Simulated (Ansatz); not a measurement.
## Effect of Si → Cu on RuSi

Base system: RuSi (space group P2_13, No. 198; a = 4.7047 Å).

Perturbation: full substitution Si → Cu, then cell and atoms are relaxed.

Calculations: Ansatz (a quantum-chemistry and plane-wave program), r2SCAN, PAW, cutoff 500 eV, no spin-orbit coupling. Γ-centred 10×10×10 mesh, Fermi–Dirac width 0.05 eV.

The volume per atom falls by 0.114 Å³ to 12.90 Å³ and the density increases by 2.35 g/cm³, from 8.24 g/cm³ to 10.59 g/cm³. The lattice parameter a falls by 0.014 Å (4.705 Å → 4.691 Å) and the space group remains P2_13 (No. 198). The shortest interatomic distance goes up by 0.068 Å to 2.446 Å and the band gap changes from 0.31 eV to zero.

Whether these cells are dynamically stable was not tested. As relaxed here, CuRu is a hypothetical phase, not in the database extracts checked. The final runs are not spin-polarised. CuRu has a high density of states at the Fermi level and may be magnetic at this level.
